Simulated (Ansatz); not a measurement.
Phonon-limited resistivity of TaSi₂ (P6_422) against temperature in μΩ·cm, Ansatz (a program for electronic structure) with PBEsol, DFPT electron-phonon coupling, linearised Boltzmann equation, harmonic crystal at a fixed cell. x, y and z are the axes of this cell:
```
TaSi2
1.0
    4.76275     0.00000     0.00000
   -2.38137     4.12466     0.00000
    0.00000     0.00000     6.55086
Ta Si
3 6
Direct
  0.00000   0.50000   0.33333
  0.50000   0.00000   0.00000
  0.50000   0.50000   0.66667
  0.84081   0.68162   0.00000
  0.15919   0.84081   0.66667
  0.31838   0.15919   0.33333
  0.15919   0.31838   0.00000
  0.84081   0.15919   0.66667
  0.68162   0.84081   0.33333
```

```
T        ρ (x, y)       ρ (z)
-----  ----------  ----------
50 K         1.14        0.59
77 K          3.8         2.1
100 K         6.9         3.9
150 K  (withheld)         8.3
200 K          23  (withheld)
250 K          31        17.9
273 K          35          20
300 K          39          23
350 K          47          27
400 K          55          32
500 K          71          41
600 K          86          50
```

**Question.** Some entries are withheld; supply them.

**Answer.** 
- 150 K, ρ (x, y): 14.5
- 200 K, ρ (z): 13.1

A metal at this level (no band gap). Only scattering by harmonic phonons is included (no impurities, grain boundaries, electron-electron scattering or thermal expansion). Spin-orbit coupling is left out, which matters with elements this heavy. Values near or above 100 μΩ·cm, or paths under about 2 nm, lie near resistivity saturation, where the Boltzmann equation overshoots. Halving the electron mesh (20x20x12) moves the resistivity by up to 4 %. Smearing 0.20 eV; phonons on a 4x4x2 q mesh, which this run doesn't test and which matters most at low temperature.
